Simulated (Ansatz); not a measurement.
The starting structures come from a database of crystals and need not be the phases stable at ambient conditions.

 Where the default PAW files enter, the runs use the earlier of Ansatz's two default sets.

Here is the system:

```
CELL_PARAMETERS angstrom
      5.35089     0.00000     0.00000
      2.67544     4.63401     0.00000
      2.67545     1.54467     4.74148
ATOMIC_POSITIONS crystal
  Zn 0.28407 0.28407 0.14779
  Zn 0.78407 0.78407 0.64779
  Sn 0.00184 0.00184 0.99448
  Sn 0.50184 0.50184 0.49448
  O  0.60710 0.21281 0.28732
  O  0.21281 0.89277 0.28732
  O  0.89277 0.60710 0.28732
  O  0.39277 0.71281 0.78732
  O  0.10710 0.39277 0.78732
  O  0.71281 0.10710 0.78732
```

Space group of this cell: R3c. The cell is taken as given; by PBEsol its mean pressure is -7.1 GPa.

The numbers are results of PBEsol (plane waves, PAW; Ansatz, a program for electronic structure), not measurements.

The current runs along the normal of the first two printed vectors; no spin-orbit coupling. Scaled by the factor s: all lengths (ions clamped). The meshes follow the cell: 8×8×8 and 12×12 across at s = 0.98, 8×8×8 and 12×12 across at s = 1.00, 8×8×8 and 6×6 across at s = 1.02.

| s | mean pressure (GPa) | band gap (eV) |
|---|---|---|
| 0.98 | 3.8 | 1.42 |
| 1.00 | -7.1 | 0.99 |
| 1.02 | -15.1 | ? |

### Question
Take the slope of the band gap against ln s from the two given rows, extrapolate to s = 1.02, and say what the run there gives.

### Answer
Slope = (1.42 − 0.99) / ln 0.98 = -21.3 eV. The line gives 0.99 + (-21.3) × ln 1.02 = 0.57 eV. The run gives 0.61 eV, 0.04 eV over the line, 10 % of the predicted step.
